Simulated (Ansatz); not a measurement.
## Hf with two functionals, biaxial strain −0.85 %, plane normal [001], relaxed out of plane

The reference is Hf in the hcp (Mg type) structure (space group P6_3/mmc, No. 194; a = 3.204 Å, c = 5.073 Å; relaxed with 0.1 eV smearing). Axes: x lies along a and z along c of the hexagonal cell.

(Cell as relaxed with PBE.)

Levels (all Ansatz, a program for electronic structure, PAW): PBE (420 eV, spin-orbit coupling left out); r2SCAN (500 eV, scalar-relativistic without spin-orbit coupling).

Each level relaxes its own structure.

```json
[
 {"base": "volume per atom", "PBE": "22.55 Å³", "r2SCAN": "22.36 Å³"},
 {"base": "lattice parameter a", "PBE": "3.204 Å", "r2SCAN": "3.198 Å"},
 {"base": "band gap", "PBE": "zero", "r2SCAN": "zero"}
]
```

It is then changed as follows: compressive biaxial strain of 0.85 % in the plane normal to [001], as in epitaxy on a mismatched substrate; the out-of-plane cell vector and the atoms relax.

| quantity | PBE | r2SCAN |
|---|---|---|
| mean in-plane stress (compression positive) | +1.8 GPa | +1.9 GPa |
| volume per atom | 22.30 Å³ | 22.10 Å³ |

PBE's in-plane stress lies 0.17 GPa below r2SCAN's; PBE's volume per atom lies 0.194 Å³ above r2SCAN's (0.9 %). Neither level is exact; r2SCAN is the comparison here, not a measurement.

Whether these cells are dynamically stable was not tested. The final runs are not spin-polarised.
